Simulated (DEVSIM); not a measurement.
Structure: abrupt Si p-n junction, at 300 K.

| layer (left to right) | material | thickness (μm) | Nd (cm⁻³) | Na (cm⁻³) | τn (s) | τp (s) |
|---|---|---|---|---|---|---|
| 1 | Si | 0.280 | - | 3e16 | 2.4e-6 | 2.4e-6 |
| 2 | Si | 54.0 | 2e14 | - | 2.4e-6 | 2.4e-6 |

Left contact: ohmic. Right contact: ohmic. Voltage is applied to the left contact. Recombination: SRH at mid-gap. Mobility is μmin + (μ − μmin)/(1 + (N/Nref)^α).

Constants are typed, rounded textbook-type inputs, not results; the design itself was drawn at random and stands for no fabricated device. Values at 300 K; Nc and Nv go as T^1.5, mobilities as T to minus their exponent, the gap by Varshni's rule with the affinity fixed.

```csv
parameter,Si
gap (eV),1.124
affinity (eV),4.05
permittivity,11.7
Nc (cm⁻³),2.86e19
Nv (cm⁻³),3.1e19
μn (cm²/Vs),1417
μp (cm²/Vs),470
"μn,min",52
"μp,min",45
"Nref,n",9.7e16
"Nref,p",2.2e17
αn,0.68
αp,0.72
T exponent of μn,2.3
T exponent of μp,2.2
Varshni α (eV/K),0.000473
Varshni β (K),636
```

Model (solved in DEVSIM): 1D drift-diffusion, Boltzmann statistics, complete ionisation; no tunnelling, impact ionisation, image-force lowering or self-heating.

The temperature was swept, all else fixed.

| temperature (K) | dark forward voltage at 1 A/cm² (V) | largest field in the device at zero bias (V/cm) | potential step across the device at zero bias (V) |
|---|---|---|---|
| 250 | 0.695 | 10000 | 0.743 |
| 300 | 0.594 | 11000 | 0.638 |
| 350 | 0.493 | 11000 | 0.529 |
| 400 | 0.393 | 11000 | 0.418 |
| 450 | 0.293 | 12000 | 0.307 |
| 500 | 0.174 | 12000 | 0.218 |

From the first row to the last the dark forward voltage at 1 A/cm² goes from 0.695 to 0.174. From the first row to the last the largest field in the device at zero bias goes from 10000 to 12000.
